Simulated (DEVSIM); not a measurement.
Structure: illuminated Si p-on-n cell, one wavelength, at 350 K.

Layer 1 from the left is Si, thickness (μm) 0.120, Na (cm⁻³) 2.3e18, τn (s) 7.1e-6, τp (s) 8e-6, absorption coefficient (cm⁻¹) 11000. Layer 2 from the left is Si, thickness (μm) 170, Nd (cm⁻³) 4.1e15, τn (s) 0.00017, τp (s) 0.00017, absorption coefficient (cm⁻¹) 11000.

Left contact: ohmic, minority electron recombination velocity 70 cm/s. Right contact: ohmic, minority hole recombination velocity 3e6 cm/s. Voltage is applied to the left contact. Recombination: SRH at mid-gap, radiative, Auger. Gap narrowing is on: ΔEg = 6.92 meV × (l + √(l² + 0.5)), l = ln(N/1.3e17 cm⁻³), shared equally by both band edges. Light enters at the left, 2.5e16 photons cm⁻² s⁻¹, one pass, no reflection. Mobility is constant in doping.

Constants are typed, rounded textbook-type inputs, not results; the design itself was drawn at random and stands for no fabricated device. Values at 300 K; Nc and Nv go as T^1.5, mobilities as T to minus their exponent, the gap by Varshni's rule with the affinity fixed.

Si: gap (eV) 1.124, affinity (eV) 4.05, permittivity 11.7, Nc (cm⁻³) 2.86e19, Nv (cm⁻³) 3.1e19, μn (cm²/Vs) 1417, μp (cm²/Vs) 470, T exponent of μn 2.3, T exponent of μp 2.2, B (cm³/s) 4.7e-15, Cn (cm⁶/s) 2.8e-31, Cp (cm⁶/s) 9.9e-32, Varshni α (eV/K) 0.000473, Varshni β (K) 636.

Model (solved in DEVSIM): 1D drift-diffusion, Boltzmann statistics, complete ionisation; no tunnelling, impact ionisation, image-force lowering or self-heating.

Task: What does the simulation give for the potential step across the device at zero bias, the largest field in the device at zero bias, the dark forward voltage at 100 A/cm²?

Result: potential step across the device at zero bias 0.731 V; largest field in the device at zero bias 76000 V/cm; dark forward voltage at 100 A/cm² 0.863 V.
